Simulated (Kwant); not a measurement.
System: wire with an antidot in a GaN two-dimensional gas. Effective mass 0.22 mₑ, grid spacing 1.7 nm, hard walls, nominal width 40 nm (23 grid rows, so walls 40.8 nm apart), one parabolic valley, scattering region 120 nm long along x; energies count from the band bottom; Fermi energy 0.04 eV. Hard-wall hole of radius 9.7 nm, 0 nm off the axis. Perpendicular field swept from 0 to 13 T, also in the leads; orbital effect alone.

Constants are typed, rounded textbook-type inputs, not results; the design itself was drawn at random and stands for no fabricated device.

Kwant, effective-mass tight-binding model on a square grid, one spin, coherent transport at 0 K. Conductance is in e²/h.

Density of the scattering states that come in from the left lead, at field = 3.2029 T, in bins, relative to the largest site value (x marks bins outside the device):

```
|=--=::=--=+-.=*=-**+-...                    |
|=--+::+--===.-*-:==-::::....                |
|-===.:+-=-:+-.:=-:=*=:........              |
|-*#+:-*+==++--+#==@@=.    ....              |
|:=+-::+=:-+=:-+*:-#=.xx                     |
|:-:.-:--.:=:--:=::-xxxxxx                   |
|**:-+=-*+--=*=:=##:xxxxxx                   |
|++---=-==--===+=+#-xxxxxx            .....  |
|--::.--:::--:-*-:*-xxxxxx          .......  |
|**--==-+*===+=-=*%-xxxxxx        ....       |
|++:-+=-+=---*-.=**:xxxxxx                .. |
|-++---==:-+----+::+=.xx          ...........|
|=##+-=#*++**=-+#==@@=.      .............  .|
|---+::+-=-:+::---:-=-:.........             |
|#+=#==#==**+:+@=-**=-::::....       ........|
|#**#==%++#%+:*@*+%@#=::....        .........|
|-:::.:-::--:.:=::==-:.                      |
```
Scale: ten equal steps from 0.001 (start of ' ') to 0.921 (end of '@'), in the order ' .:-=+*#%@'; x runs from -58.1 to 58.1, y from -17.9 (bottom) to 17.8 (top).

The conductance there is 2.06 e²/h with 6 open channel(s) in the leads.
